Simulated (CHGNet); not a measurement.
## CsCl-type CoAl

All values below come from the machine-learned potential CHGNet-r²SCAN (trained on r²SCAN data).

Cell (relaxed at this level):

```cif
data_AlCo
_chemical_formula_sum 'Al1 Co1'
_space_group_name_H-M_alt 'P 1'
_space_group_IT_number 1
_cell_length_a 2.83234
_cell_length_b 2.83234
_cell_length_c 2.83234
_cell_angle_alpha 90.000
_cell_angle_beta 90.000
_cell_angle_gamma 90.000
loop_
_space_group_symop_operation_xyz
  'x, y, z'
loop_
_atom_site_label
_atom_site_type_symbol
_atom_site_fract_x
_atom_site_fract_y
_atom_site_fract_z
_atom_site_occupancy
Al1 Al 0.50000 0.50000 0.50000 1
Co1 Co 0.00000 0.00000 0.00000 1
```

- lattice parameter a = 2.832 Å
- volume per atom = 11.36 Å³/atom

Measured, for comparison: lattice constant a 2.861 Å, equilibrium volume per atom 11.71 Å³/atom (room temperature, no zero-point or thermal correction; as tabulated in Yamada et al. (2019), arXiv:1910.09660). Computed (rounded) less measured: lattice constant a -1.0 %, equilibrium volume per atom -3.0 %. A static lattice is as a rule a little smaller and stiffer than an uncorrected measurement, which narrows the difference in the lattice constant a and would widen misses of the other sign.

A machine-learned potential is trained on density-functional data: it inherits that level's misses and adds fitting errors of its own.

Note: the model gives imaginary modes for this phase (in the spectrum interpolated from a supercell).
